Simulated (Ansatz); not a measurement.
Functionals compared on CH3 on the 1x1 (110) surface of bcc Ta, one in a 2x2 cell, started at the site 'bridge Ta-Ta (span 2.9 Å)', in Ansatz (plane waves, PAW). The structure was relaxed with PBE; the other rows are single points on it, each with its references at the same level. Cutoff 420 eV (500 eV for r2SCAN).

Model: 20-atom slab, 6.8 Å thick at the start under the adsorbate (thin: gaps and levels are the slab's own), 5x5x1 mesh, Fermi-Dirac 0.1 eV, dipole correction, 8 atoms held, the rest relaxed; no symmetry held; no spin, no spin-orbit, no U, no dispersion correction. At the end it is bonded to 3 Ta. In PBE it is, or lies within 0.03 eV of, the lowest of the starts that converged. These notes are the PBE run's. Adsorption energies are against CH4(g) − ½ H2(g). A negative adsorption energy means that the adsorbate is more stable on the surface than in its reference.

| functional | adsorption energy (eV) | work function of the top face (eV) | change of the work function (eV) | rough cost of the single point |
|---|---|---|---|---|
| PBE | -0.07 | 3.76 | -1.01 | – |
| RPBE | 0.19 | 3.65 | -1.00 | around 2.9 core-minutes (rough) |
| r2SCAN | -0.31 | 3.78 | -1.10 | about 6 core-minutes (a rough figure) |

Ansatz is an electronic-structure program.
